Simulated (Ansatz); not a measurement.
ZnS (R3m, No. 160, 10 atoms in the cell; start COD 9013410; the formula has other measured phases) was calculated with r²SCAN+rVV10 (PAW; Ansatz, a quantum-chemistry and plane-wave program).

Settings: plane-wave cutoff 560 eV, 10×10×10 k mesh, Fermi–Dirac smearing 0.01 eV, scalar-relativistic PAW data made under PBE.

Cell (relaxed at this level):

```
ZnS
1.0
    1.89613     1.09473    15.55186
   -1.89613     1.09473    15.55186
    0.00000    -2.18946    15.55186
Zn S
5 5
Direct
  0.00012   0.00012   0.00012
  0.73340   0.73340   0.73340
  0.46665   0.46665   0.46665
  0.86670   0.86670   0.86670
  0.60008   0.60008   0.60008
  0.05003   0.05003   0.05003
  0.78321   0.78321   0.78321
  0.51656   0.51656   0.51656
  0.91661   0.91661   0.91661
  0.64998   0.64998   0.64998
```

**Question.** What does this level give for the band gap?

**Answer.** 
band gap: 2.76 eV (direct)

Note: the relaxation could not lower the start's symmetry, so a distorted cell can lie lower.

Computed values are for the static lattice.

Computing time: around 7 core-minutes (rough).
